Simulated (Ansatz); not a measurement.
**Formation energy of Mo_Al in Al (fcc, Fm-3m): levels of theory**

This concerns the formation energy of Mo_Al in Al (fcc, Fm-3m). Reaction: 63 Al (fcc) + Mo (bcc) → cell A.

A: a supercell of 64 sites of Al (fcc, Fm-3m) with Mo on an Al site (12 Al at 2.81 Å); spin state with PBE: run without spin.

Setting: static, neutral cells in Ansatz (PAW) whose structures rest at the PBE level. Ansatz (an electronic-structure program) runs with its PAW set soft_1. Other levels take these structures. The lattices are those relaxed with PBE, so at other levels the solids can be strained, which adds to the spread. Larger cells are relaxed from a start prepared with the learned potential CHGNet, on a coarser mesh till forces fall under 0.03 eV/Å, which some starts already meet. A dispersion term (D3(BJ), or D4 for r2SCAN) was computed beside these levels and is taken off wherever the name lacks it. Space groups of crystals are read within 0.01 Å. Mesh and cell size may move defect energies by 0.1 eV or more. Cell A has symmetry Fm-3m within 0.02 Å and got no random move, so less symmetric positions, which may lie lower, weren't tried.

```tsv
Method	value (eV)
PBE	-0.75
PBE+D3(BJ)	-0.66
LDA	-0.65
PBEsol	-0.68
RPBE	…
r2SCAN+D4	-0.74
```

**Question.** Some entries are withheld; supply them.

**Answer.** 
- RPBE, value (eV): -0.79

The levels shown span 0.14 eV, from RPBE (-0.79) to LDA (-0.65).

Rough cost of one single point on Al (fcc), against PBEsol's on the same shared machine and with each level's own mesh and cutoff: r2SCAN within a factor of 2.
